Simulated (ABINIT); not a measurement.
## A self-consistent single point of Cr3Ge (Pm-3n, 8 atoms in the cell) with ABINIT

Method of the run: PBEsol, PAW (JTH v2.0 PBE PAW, files made for PBE) (plane waves; ABINIT 10.0.3).

Input:

```
# Cr3Ge, JTH v2.0 PBE PAW
pp_dirpath "./"
pseudos "Cr.GGA_PBE-JTH.xml, Ge.GGA_PBE-JTH.xml"
acell 4.5498450000 4.5498450000 4.5498450000 Angstrom
rprim
         1.0000000000    0.0000000000    0.0000000000
         0.0000000000    1.0000000000    0.0000000000
         0.0000000000    0.0000000000    1.0000000000
natom 8
ntypat 2
znucl 24 32
typat 1 1 1 1 1 1 2 2
xred
         0.2500000000    0.0000000000    0.5000000000
         0.7500000000    0.0000000000    0.5000000000
         0.5000000000    0.7500000000    0.0000000000
         0.5000000000    0.2500000000    0.0000000000
         0.0000000000    0.5000000000    0.7500000000
         0.0000000000    0.5000000000    0.2500000000
         0.0000000000    0.0000000000    0.0000000000
         0.5000000000    0.5000000000    0.5000000000
ecut 816 eV
pawecutdg 1633 eV
pawxcdev 0
ixc -116133
occopt 7
tsmear 0.00999582
nband 70
kptopt 1
ngkpt 5 5 5
nshiftk 1
shiftk 0 0 0
nstep 100
tolvrs 1.0e-12
prtwf 0
prtden 0
enunit 1
```

The program printed (abridged):

```
 Symmetries : space group Pm -3 n (#223); Bravais cP (primitive cubic)

 -outvars: echo values of preprocessed input variables --------
            acell      8.5979609971E+00  8.5979609971E+00  8.5979609971E+00 Bohr
             ecut      2.99874495E+01 Hartree
           enunit           1
              ixc     -116133
         kptrlatt        5    0    0      0    5    0      0    0    5
          kptrlen      4.29898050E+01
            natom           8
            nband          70
            ngfft          45      45      45
          ngfftdg          60      60      60
             nkpt          10
            nstep         100
             nsym          48
           ntypat           2
           occopt           7
        pawecutdg      6.00116484E+01 Hartree
         pawxcdev           0
          spgroup         223
           tolvrs      1.00000000E-12
           tsmear      9.99582000E-03 Hartree
            typat      1  1  1  1  1  1  2  2
           useylm           1
             xred      2.5000000000E-01  0.0000000000E+00  5.0000000000E-01
                       7.5000000000E-01  0.0000000000E+00  5.0000000000E-01
                       5.0000000000E-01  7.5000000000E-01  0.0000000000E+00
                       5.0000000000E-01  2.5000000000E-01  0.0000000000E+00
                       0.0000000000E+00  5.0000000000E-01  7.5000000000E-01
                       0.0000000000E+00  5.0000000000E-01  2.5000000000E-01
                       0.0000000000E+00  0.0000000000E+00  0.0000000000E+00
                       5.0000000000E-01  5.0000000000E-01  5.0000000000E-01
            znucl       24.00000   32.00000

== DATASET  1 ==================================================================

 Real(R)+Recip(G) space primitive vectors, cartesian coordinates (Bohr,Bohr^-1):
 R(1)=  8.5979610  0.0000000  0.0000000  G(1)=  0.1163066  0.0000000  0.0000000
 R(2)=  0.0000000  8.5979610  0.0000000  G(2)=  0.0000000  0.1163066  0.0000000
 R(3)=  0.0000000  0.0000000  8.5979610  G(3)=  0.0000000  0.0000000  0.1163066
 Unit cell volume ucvol=  6.3560369E+02 bohr^3
 Angles (23,13,12)=  9.00000000E+01  9.00000000E+01  9.00000000E+01 degrees

 Coarse grid specifications (used for wave-functions):

 getcut: wavevector=  0.0000  0.0000  0.0000  ngfft=  45  45  45
         ecut(hartree)=     29.987   => boxcut(ratio)=   2.07598

 Fine grid specifications (used for densities):

 getcut: wavevector=  0.0000  0.0000  0.0000  ngfft=  60  60  60
         ecut(hartree)=     60.012   => boxcut(ratio)=   2.00112

   2.26918977E+04                                ecore*ucvol(ha*bohr**3)

_setup2: Arith. and geom. avg. npw (full set) are    4983.464    4983.451

--- !BeginCycle
solver: {iscf: 17, nstep: 100, nline: 4, wfoptalg: 10, }
tolerances: {tolvrs: 1.00E-12, }
...

     iter   Etot(hartree)      deltaE(h)  residm     nres2
 ETOT  1  -706.27253550102    -7.063E+02 6.099E+00 1.748E+02
 ETOT  2  -715.19241041580    -8.920E+00 2.988E-01 8.079E+01
 ETOT  3  -715.26631385202    -7.390E-02 1.115E-01 4.507E+01
 ETOT  4  -715.29664137410    -3.033E-02 3.217E-02 9.633E+01
 ETOT  5  -715.29214744995     4.494E-03 1.244E-02 1.279E+00
 ETOT  6  -715.29317843375    -1.031E-03 7.963E-03 3.754E-01
   [... 24 lines left out ...]
 ETOT 31  -715.29449115388    -9.095E-12 1.079E-04 9.270E-11
 ETOT 32  -715.29449115389    -8.868E-12 1.371E-04 1.139E-11
 ETOT 33  -715.29449115389     5.684E-12 9.068E-05 5.359E-12
 ETOT 34  -715.29449115390    -1.239E-11 1.141E-04 2.266E-12
 ETOT 35  -715.29449115388     1.751E-11 7.429E-05 9.214E-13

 At SCF step   35       nres2   =  9.21E-13 < tolvrs=  1.00E-12 =>converged.

 Cartesian components of stress tensor (hartree/bohr^3)
  sigma(1 1)=  1.19047776E-04  sigma(3 2)=  0.00000000E+00
  sigma(2 2)=  1.19047776E-04  sigma(3 1)=  0.00000000E+00
  sigma(3 3)=  1.19047776E-04  sigma(2 1)=  0.00000000E+00

 ----iterations are completed or convergence reached----

 reduced coordinates (array xred) for    8 atoms
       0.250000000000      0.000000000000      0.500000000000
       0.750000000000      0.000000000000      0.500000000000
       0.500000000000      0.750000000000      0.000000000000
       0.500000000000      0.250000000000      0.000000000000
       0.000000000000      0.500000000000      0.750000000000
       0.000000000000      0.500000000000      0.250000000000
       0.000000000000      0.000000000000      0.000000000000
       0.500000000000      0.500000000000      0.500000000000
 cartesian forces (eV/Angstrom) at end:
    1      0.00000000000000     0.00000000000000    -0.00000000000000
    2     -0.00000000000000     0.00000000000000    -0.00000000000000
    3      0.00000000000000    -0.00000000000000    -0.00000000000000
    4      0.00000000000000     0.00000000000000    -0.00000000000000
    5      0.00000000000000     0.00000000000000     0.00000000000000
    6      0.00000000000000     0.00000000000000     0.00000000000000
    7      0.00000000000000     0.00000000000000    -0.00000000000000
    8      0.00000000000000     0.00000000000000    -0.00000000000000
 frms,max,avg= 4.9299189E-30 1.4645341E-29   0.000E+00  0.000E+00  0.000E+00 e/A
 length scales=  8.597960997079  8.597960997079  8.597960997079 bohr
              =  4.549845000000  4.549845000000  4.549845000000 angstroms
 Fermi (or HOMO) energy (eV) =  11.88876   Average Vxc (eV)= -13.05865
 Eigenvalues (   eV  ) for nkpt=  10  k points:
 kpt#   1, nband= 70, wtk=  0.00800, kpt=  0.0000  0.0000  0.0000 (reduced coord)
 -59.77213  -59.70672  -59.70672  -59.51631  -59.51631  -59.51631  -31.82412  -31.82412
 -31.71752  -31.25703  -31.25703  -31.25703  -31.00338  -31.00338  -31.00338  -30.99330
 -30.99330  -30.99330  -30.92608  -30.92608  -30.92608  -30.53707  -30.53707  -30.53707
 -12.48351  -12.48351  -12.47518  -12.47518  -12.46590  -12.46590  -12.46590  -12.45769
 -12.45769  -12.45769   -0.13335    2.39147    7.13527    7.13527    7.13527    7.70262
   7.70262    7.70262    8.17689    8.17689    8.83619    8.83619    8.83619    8.84615
   9.73635   10.29088   10.29088   10.29088   10.69609   10.69609   12.53053   12.53053
  12.53053   13.19969   13.19969   13.40760   13.40760   13.40760   13.44362   13.44362
  13.44362   14.17256   14.17256   14.49328   14.96850   14.97011
 prteigrs : prtvol=0 or 1, do not print more k-points.

--- !EnergyTerms
comment             : Components of total free energy in Hartree
kinetic             :  1.03318469341832E+02
hartree             :  1.23578729624037E+02
xc                  : -3.25052351279190E+01
Ewald energy        : -5.25536987450697E+02
psp_core            :  3.57013307558341E+01
local_psp           : -3.83836641002022E+02
spherical_terms     : -3.60060613051448E+01
internal            : -7.15286395164079E+02
'-kT*entropy'       : -8.09633596989564E-03
total_energy        : -7.15294491500049E+02
total_energy_eV     : -1.94641529811513E+04
...

-Cartesian components of stress tensor (GPa)         [Pressure= -3.5025E+00 GPa]
- sigma(1 1)=  3.50250592E+00  sigma(3 2)=  0.00000000E+00
- sigma(2 2)=  3.50250592E+00  sigma(3 1)=  0.00000000E+00
- sigma(3 3)=  3.50250592E+00  sigma(2 1)=  0.00000000E+00

 Calculation completed.
```

The run converged in 35 iterations.

The starting cell comes from a database of computed structures (which also holds hypothetical and non-ambient phases and stackings), without a prior relaxation at this level. Its lattice was rescaled by a random factor within 2.5 % of one. Spin polarisation is off. The potentials were made for another functional than the one used. With a pressure of about -4 GPa the cell is away from its equilibrium volume at this level.

Cost on one core of a shared machine: roughly 10 min.
